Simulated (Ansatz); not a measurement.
Relaxation of the outer planes of the (210) surface of fcc Pd in its 1x1 cell, outermost plane spacing 0.88 Å in the ideal cut.

Calculation: PBE (plane waves to 420 eV, PAW; Ansatz, a first-principles code).

Set-up: 12 atoms, 9.7 Å thick at the start (thin: gaps and levels are the slab's own); mesh 10x9x1; 0.1 eV smearing; dipole correction on; all atoms relaxed; held to the part of the start's symmetry that mesh and held atoms allow; no spin, no spin-orbit, no U.

| plane | atoms | bulk spacing to the next (Å) | relaxed spacing (Å) | change (%) | rumpling (Å) |
|---|---|---|---|---|---|
| 1 | Pd | 0.882 | 0.749 | -15.1 | 0.00 |
| 2 | Pd | 0.882 | 0.840 | -4.8 | 0.00 |
